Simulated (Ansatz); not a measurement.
The parent structure is SiC in the zinc blende structure (space group F-43m, No. 216; a = 4.380 Å).

Level of theory: PBE (Ansatz, a quantum-chemistry and plane-wave program; PAW; 420 eV plane waves; scalar-relativistic without spin-orbit coupling).

Base values:

- Lattice parameter a = 4.380 Å
- Gap character = indirect, Γ → X
- Smallest direct gap = 4.53 eV

Modification: cell and atoms relaxed at a pressure of 22.5 GPa.

Q: What does the calculation give for the lattice parameter a, mean gap deformation potential ΔEg/Δln V, gap character and smallest direct gap after the change?

A: The lattice parameter a falls by 0.128 Å, from 4.380 Å to 4.252 Å; the mean gap deformation potential ΔEg/Δln V is +1.0 eV; the gap character remains indirect, Γ → X; the smallest direct gap goes up by 0.09 eV, from 4.53 eV to 4.62 eV.

Load acts through the strain it causes; cell and atoms are relaxed under it. Whether these cells are dynamically stable was not tested. Competing high-pressure phases were not computed.
